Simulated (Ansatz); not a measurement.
# Hypothetical Pm-3n C: uniaxial strain ε_zz = +5.63 %

Base system: C (space group Pm-3n, No. 223; a = 3.8178 Å; a hypothetical phase, not in the database extracts checked). Axes: x, y, z lie along the cube axes.

One thing is altered: uniaxial strain ε_zz = +5.63 %, all other strain components held at zero; the atoms relax in the strained cell.

Computed with Ansatz (an electronic-structure program) PBEsol, scalar-relativistic without spin-orbit coupling. Settings: 12×12×12 k-points, 0.05 eV Fermi–Dirac smearing.

- Volume per atom: 7.35 Å³ (base 6.96 Å³)
- Space group: P4_2/mmc (No. 131) (base Pm-3n (No. 223))
- Shortest interatomic distance: 1.356 Å (base 1.909 Å)
- Energy relative to the base (free energy F): -0.269 eV/atom
- Pressure (mean of the normal stresses, compression positive): 9.0 GPa (base 0.0 GPa)
- Band gap: zero (base zero)
- Largest internal atomic displacement: 0.277 Å
- Stress (xx, yy, zz, yz, xz, xy; compression positive): (10.5, 10.5, 6.1, 0.0, 0.0, 0.0) GPa (rough)

Without a gap, meshes like the base's 12×12×12 leave anisotropic stresses uncertain by several tenths of a GPa, and small strain energies with them. No phonon test of stability was made. Under uniaxial strain ε_zz = +5.63 % the cell ends below the base's energy or with stress of the wrong sign: the atoms slid into a distortion or the cell is elastically unstable, so the base is not a stable minimum at this level.
